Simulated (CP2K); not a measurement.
Band structure of La2Cu3Ni (Pmm2, 6 atoms in the cell).

```
La2Cu3Ni
1.0
    3.86769     0.00000     0.00000
    0.00000     4.27753     0.00000
    0.00000     0.00000     7.30738
La Cu Ni
2 3 1
Direct
  0.00000   0.50000   0.01096
  0.00000   0.00000   0.49213
  0.50000   0.00000   0.83332
  0.50000   0.00000   0.16962
  0.50000   0.50000   0.66381
  0.50000   0.50000   0.33016
```

Level of theory: PBEsol, GPW, DZVP-MOLOPT-SR-GTH basis, GTH-PBE potentials (GTH_POTENTIALS) (CP2K).

Settings: CUTOFF = 600 Ry; REL_CUTOFF = 60 Ry; SMEAR/METHOD = FERMI_DIRAC; ELECTRONIC_TEMPERATURE = 1160.45 K; KPOINTS/SCHEME = MONKHORST-PACK 6 5 3; GAMMA_CENTERED = T; XC_FUNCTIONAL = PBE:PBESOL; La/BASIS_SET = DZVP-MOLOPT-SR-GTH-q11; La/POTENTIAL = GTH-PBE-q11; Cu/BASIS_SET = DZVP-MOLOPT-SR-GTH-q11; Cu/POTENTIAL = GTH-PBE-q11; Ni/BASIS_SET = DZVP-MOLOPT-SR-GTH-q18; Ni/POTENTIAL = GTH-PBE-q18; METHOD = GPW.

The starting cell comes from a database of computed structures (which also holds hypothetical and non-ambient phases and stackings), without a prior relaxation at this level. Spin polarisation is off. Values carry the incompleteness of an atom-centred basis. The potentials were made for another functional than the one used.

Levels in eV from the Fermi level, bands 33 to 38:
```json
[
 {"point": "Γ", "33": "-1.50", "34": "-1.32", "35": "-1.04", "36": "0.37", "37": "0.44", "38": "0.70"},
 {"point": "X", "33": "-1.34", "34": "-1.32", "35": "-1.08", "36": "-0.65", "37": "-0.63", "38": "-0.48"},
 {"point": "S", "33": "-1.27", "34": "-1.13", "35": "-1.02", "36": "-0.82", "37": "0.11", "38": "0.17"},
 {"point": "Y", "33": "-1.39", "34": "-1.18", "35": "-1.00", "36": "-0.94", "37": "-0.17", "38": "0.02"},
 {"point": "Z", "33": "-1.39", "34": "-1.32", "35": "-0.51", "36": "-0.22", "37": "0.88", "38": "0.95"},
 {"point": "U", "33": "-1.32", "34": "-1.08", "35": "-1.07", "36": "-0.77", "37": "0.45", "38": "0.46"},
 {"point": "R", "33": "-1.11", "34": "-1.05", "35": "-0.67", "36": "-0.58", "37": "-0.57", "38": "-0.46"},
 {"point": "T", "33": "-1.48", "34": "-1.34", "35": "-0.95", "36": "-0.86", "37": "0.88", "38": "0.96"}
]
```

Bands cross the Fermi level along this path, so the cell is metallic at this level.

Higher empty bands are left out: an atom-centred basis made for the valence describes them poorly.
